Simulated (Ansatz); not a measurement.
Na3SeI (model structure, started from the Li3OCl type, Pm-3m, No. 221, 5 atoms in the cell)

Level of theory: G0W0@PBEsol+SOC (plane waves, hard PAW, contour deformation, complete-basis limit, spin–orbit shift from PBEsol; Ansatz, a quantum-chemistry and plane-wave program).

Run with largest k mesh 6×6×6 (not extrapolated in the mesh).

Cell (relaxed with PBEsol):

Na$_{3}$ISe is modelled in the cubic space group Pm-3m (No. 221), the anti-perovskite structure, Pearson symbol cP5. Lattice parameters: a = b = c = 5.435 Å, α = β = γ = 90.00°. Na on 3c has 2 Se at 2.717 Å and 4 I at 3.843 Å (octahedral). I on 1a is coordinated by 12 Na at 3.843 Å (cuboctahedral). Se on 1b sees 6 Na at 2.717 Å (octahedral). (Neighbours: up to the widest gap in distance over summed covalent radii, below 1.35, at either atom; cation-cation and far metal-metal contacts left out.)

```yaml
band_gap: 3.87 eV
```

Note: spin–orbit coupling enters as the shift of the gap found with a semilocal functional; the relaxation could raise the start's symmetry but not lower it, so the cell can be a saddle point.

The computed numbers hold no vibrational or temperature effects.

It cost about 80 core-minutes (a rough figure) of CPU time.

A model structure was made by putting elements into a prototype or built by hand; it is no filed structure, need not be a known phase, and can be a saddle point held by its symmetry.
